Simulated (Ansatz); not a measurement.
**The (321) surface of fcc Ag in its 1x1 cell, outermost plane spacing 0.55 Å in the ideal cut**

Method: r2SCAN, at the PBE geometry (plane waves to 500 eV, PAW; Ansatz, an electronic-structure program).

Slab: 19 atoms, 10.0 Å thick at the start (thin: gaps and levels are the slab's own); k 8x6x1, smearing 0.1 eV, dipole-corrected; single point; on the structure that PBE left under its start's symmetry; no spin, no spin-orbit, no U.

```json
{
 "surface energy (mean of both faces)": "1.08 J/m^2",
 "work_function_of_the_top_face": "4.06 eV",
 "cost": "around 12 core-minutes (rough)"
}
```
